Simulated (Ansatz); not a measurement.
# Element substitutions in InAs

Consider InAs in the zinc blende structure (space group F-43m, No. 216; a = 6.087 Å).

Each row replaces one element on all its sites; cell and atoms are relaxed.

All numbers come from Ansatz (a program for electronic structure) PBEsol, no spin-orbit coupling, earlier PAW set.

**Question.** Only one of these has a band gap. Which?
(A) As → Sb
(B) As → Ru
(C) In → Ru
(D) In → B

**Answer.** D, In → B. Computed: As → Ru: zero; In → B: 1.08 eV; In → Ru: zero; As → Sb: zero

With Sb present, leaving out spin-orbit coupling can change the band edges. Whether these cells are dynamically stable was not tested. As relaxed here, InRu and RuAs are hypothetical phases, not in the database extracts checked. The final runs are not spin-polarised. An odd electron count without spin: InRu and RuAs. InRu has a high density of states at the Fermi level and may be magnetic at this level. The zero or small gap of InAs and InSb can change with the level of theory.
